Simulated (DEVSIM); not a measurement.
Structure: Au/SiON/p-Ge capacitor, at 300 K.

```
layer (left to right)  material  thickness (nm)  Na (cm⁻³)
---------------------  --------  --------------  ---------
1                          SiON            12.0          -
2                            Ge            6400     8.7e15
```

Metal gate on the left, work function 5.1 eV. Fixed charge at the semiconductor interface -1.1e11 cm⁻² (in units of +e); interface traps 1e12 cm⁻² eV⁻¹, uniform in energy, neutral level at 0.3 of the gap above the valence band.

Constants are typed, rounded textbook-type inputs, not results; the design itself was drawn at random and stands for no fabricated device. Values at 300 K.

| parameter | SiON | Ge |
|---|---|---|
| gap (eV) | 7 | 0.664 |
| affinity (eV) | 1.4 | 4 |
| permittivity | 5.5 | 16 |
| Nc (cm⁻³) | - | 1.04e19 |
| Nv (cm⁻³) | - | 6e18 |

Simulated with DEVSIM: 1D Poisson equation in equilibrium, Boltzmann statistics, complete ionisation; no quantum confinement or tunnelling. Metal contacts follow the ideal Schottky-Mott rule: no Fermi-level pinning, no interface dipoles.

**Question.** Tabulate band edges, carrier densities and field at -0.05 V on the gate.

**Answer.** Energies count from the Fermi level of the right contact; mesh points crowd at the junctions.

```tsv
x (μm)	Ec (eV)	Ev (eV)	n (cm⁻³)	p (cm⁻³)	field (V/cm)
0.000	3.750	-3.250	< 1e2	< 1e2	-420000
0.001492	3.688	-3.312	< 1e2	< 1e2	-420000
0.004359	3.567	-3.433	< 1e2	< 1e2	-420000
0.008630	3.389	-3.611	< 1e2	< 1e2	-420000
0.01154	3.267	-3.733	< 1e2	< 1e2	-420000
0.01277	0.638	-0.026	2.0e8	2.2e18	-110000
0.01534	0.615	-0.049	4.8e8	9.2e17	-71000
0.02558	0.571	-0.093	2.6e9	1.7e17	-28000
0.04523	0.537	-0.127	9.9e9	4.4e16	-11000
0.09384	0.509	-0.155	3.0e10	1.5e16	-2900
0.2112	0.496	-0.168	4.8e10	9.1e15	-250
0.6449	0.495	-0.169	5.0e10	8.7e15	≈ 0
1.490	0.495	-0.169	5.0e10	8.7e15	≈ 0
3.522	0.495	-0.169	5.0e10	8.7e15	≈ 0
5.500	0.495	-0.169	5.0e10	8.7e15	≈ 0
6.035	0.495	-0.169	5.0e10	8.7e15	≈ 0
6.256	0.495	-0.169	5.0e10	8.7e15	≈ 0
6.346	0.495	-0.169	5.0e10	8.7e15	≈ 0
6.392	0.495	-0.169	5.0e10	8.7e15	≈ 0
6.404	0.495	-0.169	5.0e10	8.7e15	≈ 0
6.410	0.495	-0.169	5.0e10	8.7e15	≈ 0
6.412	0.495	-0.169	5.0e10	8.7e15	≈ 0
```
